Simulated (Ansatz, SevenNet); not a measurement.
# CsCl-type CoGa: properties by level of theory

Reference values: lattice constant a 2.878 Å (measured, temperature not stated, copied from a table, unchecked, no zero-point or thermal correction; as tabulated in Monatshefte fuer Chemie und verwandte Teile anderer Wissenschaften 123, 509 (1992)).

| level (code) | lattice parameter a (Å) | elastic constant C11 (GPa) | elastic constant C44 (GPa) | polycrystal shear modulus (GPa) | enthalpy of formation (eV/atom) |
|---|---|---|---|---|---|
| SevenNet-0 (SevenNet) | 2.882 | 230 | (withheld) | 59.2 | -0.297 |
| SevenNet-l3i5 (SevenNet) | 2.884 | (withheld) | 81.2 | 54.8 | -0.301 |
| PBEsol (Ansatz) | 2.840 | 248 | 122 | 74.8 | -0.332 |

Q: Complete the blanks.

A: 
- SevenNet-0 (SevenNet), elastic constant C44 (GPa): 96.9
- SevenNet-l3i5 (SevenNet), elastic constant C11 (GPa): 218

Machine-learned potentials (SevenNet-0, SevenNet-l3i5) are trained on DFT data, which may include these solids.

Ansatz's density-functional and Hartree–Fock values are scalar-relativistic unless marked +SOC, with PAW data made under PBE.

The crystal itself was run without spin with PBEsol.

Computed values are for the static lattice.

Ansatz is a first-principles code.
